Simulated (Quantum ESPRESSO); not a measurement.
Worked example: self-consistent single point of Al₃Ga (Pm-3m, 4 atoms in the cell) in Quantum ESPRESSO.

Method of the run: PBEsol, PseudoDojo standard norm-conserving (PBESOL) pseudopotentials (plane waves; Quantum ESPRESSO).

```
CELL_PARAMETERS angstrom
      4.00279     0.00000     0.00000
      0.00000     4.00279     0.00000
      0.00000     0.00000     4.00279
ATOMIC_POSITIONS crystal
  Al 0.50000 0.50000 0.00000
  Al 0.00000 0.50000 0.50000
  Al 0.50000 0.00000 0.50000
  Ga 0.00000 0.00000 0.00000
```

Reference input (self-consistent single point, DFT, PBEsol, plane waves, PseudoDojo standard norm-conserving (PBESOL) pseudopotentials): ecutwfc = 80 Ry; occupations = smearing; smearing = cold; degauss = 0.0073499 Ry; potentials = {Al: Al.upf, Ga: Ga.upf}; K_POINTS = automatic 11 11 11 1 1 1; conv_thr = 1e-10 Ry; mixing_beta = 0.4. This run's input differs from it in these lines:

```diff
@@ -16,3 +16,3 @@
     smearing = 'cold'
-    degauss = 0.0073499
+    degauss = 0.02205
 /
@@ -31,3 +31,3 @@
 K_POINTS {automatic}
-11 11 11  1 1 1
+13 13 13  1 1 1
```

Output, abridged:

```
     Self-consistent Calculation

     iteration #  1     ecut=    80.00 Ry     beta= 0.40

     Threshold (ethr) on eigenvalues was too large:
     Diagonalizing with lowered threshold

     total energy              =    -166.61739626 Ry
     estimated scf accuracy    <       0.03295574 Ry

     iteration #  2     ecut=    80.00 Ry     beta= 0.40

     total energy              =    -166.61690061 Ry
     estimated scf accuracy    <       0.00731888 Ry

     iteration #  3     ecut=    80.00 Ry     beta= 0.40

     total energy              =    -166.61714661 Ry
     estimated scf accuracy    <       0.00084621 Ry

   [... 4 blocks of this kind left out ...]

     iteration #  8     ecut=    80.00 Ry     beta= 0.40

     total energy              =    -166.61722468 Ry
     estimated scf accuracy    <       0.00000001 Ry

     iteration #  9     ecut=    80.00 Ry     beta= 0.40
     End of self-consistent calculation

     the Fermi energy is     9.5377 ev

!    total energy              =    -166.61722468 Ry
     estimated scf accuracy    <          1.7E-11 Ry
     smearing contrib. (-TS)   =       0.00000041 Ry
     internal energy E=F+TS    =    -166.61722508 Ry

     convergence has been achieved in   9 iterations

     Forces acting on atoms (cartesian axes, Ry/au):

     atom    1 type  1   force =     0.00000000    0.00000000    0.00000000
   [... zero for the other atoms too ...]

     Total force =     0.000000     Total SCF correction =     0.000000

          total   stress  (Ry/bohr**3)                   (kbar)     P=       15.91
   0.00010815   0.00000000   0.00000000           15.91        0.00        0.00
   0.00000000   0.00010815   0.00000000            0.00       15.91        0.00
   0.00000000   0.00000000   0.00010815            0.00        0.00       15.91

   JOB DONE.
```

The run converged in 9 iterations. Against the reference run the free energy rises by 2.0 meV/atom and the pressure stays at 1.59 GPa.

The starting cell comes from a database of computed structures (which also holds hypothetical and non-ambient phases and stackings), without a prior relaxation at this level.

Cost on one core of a shared machine: roughly 2 min.
